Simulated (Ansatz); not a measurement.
Response to strain in Cu

Base system: Cu in the fcc (Cu type) structure (space group Fm-3m, No. 225; a = 3.518 Å; relaxed with 0.1 eV smearing). Axes: x, y, z lie along the cube axes.

Strains are applied to the cell and any free atomic positions relax; under biaxial strain the out-of-plane vector relaxes too.

Method: LDA, PAW, 420 eV (Ansatz, a quantum-chemistry and plane-wave program; without spin-orbit coupling).

Notes on the quantities. in-plane stress: mean in-plane stress (compression positive).

```csv
case,shortest interatomic distance,ratio −ε⊥/ε∥,in-plane stress
base,2.488 Å,–,–
"biaxial strain −2.08 %, plane normal [111], relaxed out of plane",2.436 Å,0.75,+8.5 GPa
"biaxial strain −1.25 %, plane normal [111], relaxed out of plane",2.457 Å,0.75,+4.8 GPa
"biaxial strain −0.83 %, plane normal [111], relaxed out of plane",2.467 Å,0.75,___
"biaxial strain +0.42 %, plane normal [111], relaxed out of plane",2.486 Å,–,-1.4 GPa
"biaxial strain +0.83 %, plane normal [111], relaxed out of plane",2.484 Å,0.75,-2.8 GPa
"biaxial strain +1.25 %, plane normal [111], relaxed out of plane",2.483 Å,0.75,-4.1 GPa
"biaxial strain +1.67 %, plane normal [111], relaxed out of plane",2.481 Å,0.76,-5.2 GPa
"biaxial strain +2.08 %, plane normal [111], relaxed out of plane",2.479 Å,0.76,___
"biaxial strain +2.50 %, plane normal [111], relaxed out of plane",2.478 Å,0.76,-7.4 GPa
```

**Question.** Fill in the withheld entries from the trend.

**Answer.** 
- biaxial strain −0.83 %, plane normal [111], relaxed out of plane, in-plane stress: +3.1 GPa
- biaxial strain +2.08 %, plane normal [111], relaxed out of plane, in-plane stress: -6.3 GPa

Stability against distortions was not tested. The final runs are not spin-polarised.
